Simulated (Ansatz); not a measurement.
Worked example: self-consistent single point of the (001) slab of PdIn (cut from a parent of space group no. 221; 6 atoms in the cell) in Ansatz (a program for electronic structure).

Method of the run: LDA (PW92), default PAW files made with PBE (plane waves; Ansatz).

```
CELL_PARAMETERS angstrom
      3.26852     0.00000     0.00000
      0.00000     3.26852     0.00000
      0.00000     0.00000    22.12500
ATOMIC_POSITIONS crystal
  In 0.50000 0.50000 0.31638
  In 0.50000 0.50000 0.46328
  In 0.50000 0.50000 0.61017
  Pd 0.00000 0.00000 0.38983
  Pd 0.00000 0.00000 0.53672
  Pd 0.00000 0.00000 0.68362
```

Reference input (self-consistent single point, DFT, LDA (PW92), plane waves, default PAW files made with PBE): basis.ecutwfc = 420 eV; kpoints.mp_grid.grid = 11 11 1; hamiltonian.xc = lda; hamiltonian.pseudopotentials = {kind: paw} (the program's default PAW files); scf.occupations.method = cold; scf.occupations.width = 0.05 eV; efield.axis = 3; efield.dipole_correction = true. This run's input differs from it in these lines:

Ansatz 0.2 input:
```diff
@@ -13,3 +13,3 @@
 basis:
-  ecutwfc: 420.0
+  ecutwfc: 250.0
 kpoints:
```

Log, with long lists cut:

```
SCF iter   1: F=—  HF=-36898.071818 eV  |F-HF|=—  |Δ(HF+E_count)|=         —  Δρ=3.26e-2  dr2=2.08e0  ethr=1.77e-3  p=-0.029 e·Å  D=-2.22e-2 V/Å  ΔV_dip=0.49 eV  dr2_dipole=3.47e-1  V_vac-E_F(+/−)=4.90/4.41 eV  ⟨swp⟩=9.0  Hψ=5297  notcnv=0  defer=17
all-band conjugate gradients solve this SCF's bands
efield: sawtooth ramp at fractional position 0.9500 (placed from the atoms, in the widest stretch of the axis that holds none …
   [... lines left out ...]
WARN: efield: at this solve's end the planar-averaged density reaches 2.52e-5 e/Å³ inside the ramp window [0.9048, 0.0952] (bound 1e-5 e/Å³) …
SCF 1 converged in 11 iterations: F = -36897.507263 eV  dr2 = 6.37e-8
Stability not checked (fill_not_monotonic)
Free energy (F): -36897.507263 eV
Internal energy: -36897.505895 eV  (E = F + TS)
E sigma→0 (E₀):  -36897.506807 eV
Entropy (-TS):   -0.001368 eV (-0.228 meV/atom)
Fermi energy:    4.582425 eV
Dipole field:    D = -0.027064 V/Å  (p = -0.035352 e·Å, saw-weighted, corrected)
Work function:   Φ+ = 5.1139 eV   Φ− = 4.5151 eV
Levels:          The Fermi level and band energies are counted from a zero that moves with the ramp; work functions are not
   [... lines left out ...]
--- Forces (eV/Å), atoms counted from 1 ---
  atom   1  In     0.00000000     0.00000000    -0.21020480
  atom   2  In     0.00000000     0.00000000    -0.08197665
  atom   3  In     0.00000000     0.00000000     1.27395630
  atom   4  Pd     0.00000000     0.00000000     0.28158675
  atom   5  Pd    -0.00000000     0.00000000    -0.09171221
  atom   6  Pd     0.00000000     0.00000000    -1.17148048
```

The run converged in 11 iterations. Against the reference run the free energy rises by 1.42 eV/atom and the largest force goes from 1.446 to 1.274 eV/Å.

The starting cell has typed, rounded lattice constants, without a prior relaxation at this level. The slab is cut from that crystal, and its faces are unrelaxed. Its lattice was rescaled in the plane by a random factor within 2.5 % of one. Spin polarisation is off. Forces in this geometry exceed 1 eV/Å. The cutoff lies below the one recommended for these files.
